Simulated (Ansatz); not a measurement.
Abridged Ansatz (a quantum-chemistry and plane-wave program) output:

```
Pseudopotential: Na, paw, valence charge 9
Pseudopotential: C, paw, valence charge 4
Pseudopotential: O, paw, valence charge 6
Crystal: 12 atoms, lattice volume = 137.174 Å³
Basis set: ecut = 420 eV, 2695 PW (Γ), exchange–correlation on 72×72×90 points (8 copies of the dense FFT grid, shifted against one another)
Bands: 52, of which v1, the nominal top of the filled ones, is band 40 counted from 1 (39 counted from 0)
Symmetry: 4 space group operations
k-points: 55 of 180
Functional: x = pbesol(κ = 0.804, μ = 0.12345679012345678), c = pbesol(β = 0.046)
SCF iter   1: F=—  HF=-9767.957607 eV  |F-HF|=—  |Δ(HF+E_count)|=         —  Δρ=9.68e-3  dr2=9.35e-2  ethr=1.77e-3  ⟨swp⟩=6.1  Hψ=11797  notcnv=0  defer=42
SCF iter   2: F=—  HF=-9767.927996 eV  |F-HF|=—  |Δ(HF+E_count)|=   2.96e-2  Δρ=1.91e-3  dr2=4.12e-3  ethr=1.17e-4  ⟨swp⟩=2.0  Hψ=4702  notcnv=0  defer=370
SCF 1 converged in 9 iterations: F = -9767.927785 eV  dr2 = 2.96e-10
SCF converged after 9 iterations
Free energy (F): -9767.927785 eV
Internal energy: -9767.927785 eV  (E = F + TS)
E sigma→0 (E₀):  -9767.927785 eV
Fermi energy:    5.998275 eV
--- Forces (eV/Å), atoms counted from 1 ---
  atom   1  Na    -0.00013404     0.00000000    -0.00009325
  atom   2  Na     0.00013404    -0.00000000     0.00009325
  atom   3  Na     0.00000000     0.00000000    -0.00000000
  atom   4  Na     0.00000000     0.00000000     0.00000000
  atom   5  C      0.00220340     0.00000000     0.00125169
  atom   6  C     -0.00220340    -0.00000000    -0.00125169
  atom   7  O     -0.00022129     0.00000000    -0.00079031
  atom   8  O      0.00022129    -0.00000000     0.00079031
  atom   9  O      0.00071833     0.00009995     0.00054953
  atom  10  O     -0.00071833    -0.00009995    -0.00054953
  atom  11  O     -0.00071833     0.00009995    -0.00054953
  atom  12  O      0.00071833    -0.00009995     0.00054953
--- Stress (GPa, compression-positive) ---
        0.001973       0.000000       0.001232
        0.000000      -0.002140      -0.000000
        0.001228      -0.000000       0.008112
  P = ⅓ Tr σ = 0.0026 GPa (0.026 kbar)
```

Q: What was computed, and what are the main results?

A: Na2CO3, 12 atoms in the cell, with PBEsol (Ansatz; PAW; 420 eV plane waves; spin-orbit coupling left out). The last SCF converged to F = -9767.927785 eV, or -813.9940 eV per atom, at a pressure of 0.00 GPa. The total energy compares only with runs of the same code, potentials and settings.

No phonon test of stability was made. The cell is Na$_{2}$CO$_{3}$ (space group C2/m, No. 12).
